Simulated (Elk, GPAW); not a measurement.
A GPAW input for a self-consistent single point of CsBr (Pm-3m, 2 atoms in the cell) (DFT PBE, plane waves, GPAW PAW datasets PBE (gpaw-data 1.0.1)):

```python
from ase import Atoms
from ase.units import GPa
from gpaw import GPAW

atoms = Atoms(['Cs', 'Br'],
              cell=[[4.338164, 0.000000, 0.000000],
                    [0.000000, 4.338164, 0.000000],
                    [0.000000, 0.000000, 4.338164]],
              positions=[[0.000000, 0.000000, 0.000000],
                         [2.169082, 2.169082, 2.169082]],
              pbc=True)

calc = GPAW(mode={'name': 'pw', 'ecut': 550},
            xc='PBE',
            kpts={'size': (6, 6, 6), 'gamma': True},
            occupations={'name': 'fixed-uniform'},
            nbands=-6,
            convergence={'forces': 0.001, 'bands': -4},
            symmetry={'symmorphic': False, 'tolerance': 0.0005},
            maxiter=120,
            txt='-')

atoms.calc = calc

energy = atoms.get_potential_energy()
print('Energy (eV):', round(energy, 6))
forces = atoms.get_forces()
print('Forces (eV/Ang):')
print(forces.round(5))
stress = atoms.get_stress()
print('Stress (GPa, Voigt):', (stress / GPa).round(4))
```

Question: Give the Elk input for the same structure, mesh, smearing and functional.

Answer: This is the input that was run; spellings and numerical settings could be chosen otherwise.

```
tasks
  0

xctype
  20

stype
  0

swidth
  0.0001

maxscl
  100

avec
    8.1979418437    0.0000000000    0.0000000000
    0.0000000000    8.1979418437    0.0000000000
    0.0000000000    0.0000000000    8.1979418437

sppath
  'species/'

atoms
  2
  'Cs.in'
  1
  0.0000000000  0.0000000000  0.0000000000    0.0 0.0 0.0
  'Br.in'
  1
  0.5000000000  0.5000000000  0.5000000000    0.0 0.0 0.0

ngridk
  6 6 6
```

Basis, cutoffs, solver keys and any potentials are the target program's own. This input uses DFT, PBE, all-electron FP-LAPW, Elk's shipped species files, default APW+lo basis. Both were run: gap on the mesh 4.386 eV in GPAW and 4.434 in Elk.

On Elk: the starting cell comes from a database of computed structures (which also holds hypothetical and non-ambient phases and stackings), without a prior relaxation at this level. Its lattice was rescaled by a random factor within 2.5 % of one. Values depend on the basis (sphere radii, cutoffs, local orbitals), which need not be converged.

On GPAW: the starting cell comes from a database of computed structures (which also holds hypothetical and non-ambient phases and stackings), without a prior relaxation at this level. Its lattice was rescaled by a random factor within 2.5 % of one.
